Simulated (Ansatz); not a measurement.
# Element substitutions in AlAs

Take AlAs in the zinc blende structure (space group F-43m, No. 216; a = 5.675 Å) as the base.

Each row replaces one element on all its sites; cell and atoms are relaxed.

The values are results of Ansatz (a first-principles code), PBEsol, PAW, cutoff 420 eV, spin-orbit coupling left out, not measurements.

Problem. Only one of these keeps a band gap. Which?
(A) As → Cu
(B) As → C
(C) As → Sn
(D) As → N

Solution. D, As → N. Computed: As → N: 3.19 eV; As → Sn: zero; As → C: zero; As → Cu: zero

Stability against distortions was not tested. As relaxed here, AlSn, AlC and AlCu are hypothetical phases, not in the database extracts checked. The final runs are not spin-polarised. An odd electron count without spin: AlSn and AlC. This is not the structure that AlN has at room temperature and ambient pressure.
